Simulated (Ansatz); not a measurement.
Start from CsBH₄ (space group F-43m, No. 216; a = 7.2246 Å; a cell from a computed database, its experimental status unchecked).

It is then changed as follows: cell and atoms relaxed at a pressure of 7.5 GPa.

Levels (all Ansatz, a program for electronic structure, PAW): PBEsol (420 eV, no SOC); HSE06 (420 eV, scalar-relativistic without spin-orbit coupling).

The geometry is relaxed with PBEsol.

* **PBEsol lowest conduction level above the VBM at special points**: X 4.75 eV; U 5.67 eV; K 5.67 eV; Γ 6.43 eV

With HSE06 at the same geometry, the lowest conduction level above the VBM at special points goes from X 4.75 eV; U 5.67 eV; K 5.67 eV; Γ 6.43 eV to X 6.17 eV; U 7.13 eV; K 7.13 eV; Γ 7.94 eV.

Single points use the geometry relaxed with PBEsol. HSE06 gaps are upper bounds (no full band path). The levels and masses belong to the bands next to the band gap. Load acts through the strain it causes; cell and atoms are relaxed under it. No phonon test of stability was made. Competing high-pressure phases were not computed.
